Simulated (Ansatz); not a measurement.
The parent structure is MgS in the rock salt structure (space group Fm-3m, No. 225).

```
CELL_PARAMETERS angstrom
      0.00000     2.57757     2.57757
      2.57757     0.00000     2.57757
      2.57757     2.57757     0.00000
ATOMIC_POSITIONS crystal
  Mg 0.50000 0.50000 0.50000
  S  0.00000 0.00000 0.00000
```

Method: PBE-D3(BJ) in Ansatz (plane waves to 420 eV, PAW, no spin-orbit coupling).

Carriers are added at fixed cell with a uniform background; the Fermi–Dirac width is that of 300 K.

One change was made to it. Results:

```json
[
 {"quantity": "gap between the host's bands", "base": "2.85 eV", "after": "2.90 eV"},
 {"quantity": "Fermi level relative to the doped band's edge (positive inside the band; to 0.05 eV)", "base": "–", "after": "+0.15 eV"},
 {"quantity": "gap character", "base": "indirect, Γ → X", "after": "indirect, Γ → X"}
]
```

Name the change that was made.
A) holes 1.5×10^21 cm⁻³
B) holes 1.0×10^22 cm⁻³
C) electrons 5.0×10^21 cm⁻³
D) holes 5.0×10^21 cm⁻³

A, holes 1.5×10^21 cm⁻³. For comparison, the gap between the host's bands in the other runs: holes 5.0×10^21 cm⁻³ gives 3.03 eV; holes 1.0×10^22 cm⁻³ gives 3.20 eV; electrons 5.0×10^21 cm⁻³ gives 2.83 eV.

Carriers are added with a uniform compensating background; total energy and stress of such cells depend on the potential's zero and are not compared; many-body gap narrowing is missing at this level. No phonon test of stability was made. The base started in Pnma and relaxed to Fm-3m at this level.

Ansatz is a program for electronic structure.
